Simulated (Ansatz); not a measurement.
Results of r²SCAN (PAW; Ansatz, an electronic-structure program) for TaSb₂ (C2/m, No. 12, 6 atoms in the cell; start mp-11697).

Run with plane-wave cutoff 560 eV, 16×16×8 k mesh (along the axes of the cell as run), Fermi–Dirac smearing 0.05 eV, scalar-relativistic PAW data made under PBE.

Cell (relaxed at this level):

TaSb2 is modelled in the monoclinic space group C2/m (No. 12), Pearson symbol mS12. Conventional cell: a = 10.270 Å, b = 3.690 Å, c = 8.355 Å, α = 90.00°, β = 120.47°, γ = 90.00°. Ta on 4i is surrounded by 8 Sb at 2.855–2.996 Å and 1 Ta at 3.110 Å. Sb1 on 4i is coordinated by 1 Sb at 2.797 Å and 2 Sb at 3.055 Å and 3 Ta at 2.855–2.901 Å. Sb2 on 4i is coordinated by 5 Ta at 2.921–2.996 Å. (Neighbours: up to the widest gap in distance over summed covalent radii, below 1.35, at either atom; cation-cation and far metal-metal contacts left out.)
(The calculation used a cell of 6 atoms; values per cell refer to that cell.)

Q: Give the computed bulk modulus B0.

A: 
* **bulk modulus B0**: 108 GPa

The run finds no gap.

Note: the bulk modulus is −V dP/dV from two relaxed cells at ±2 % in volume; the relaxation could not lower the start's symmetry, so the cell can be a saddle point above a distorted one.

Spin–orbit coupling is not included; it can open a gap where bands touch, and shift volumes and moduli.

The computed numbers hold no vibrational or temperature effects.

A start named mp-… is a Materials Project structure, which need not be a measured phase.
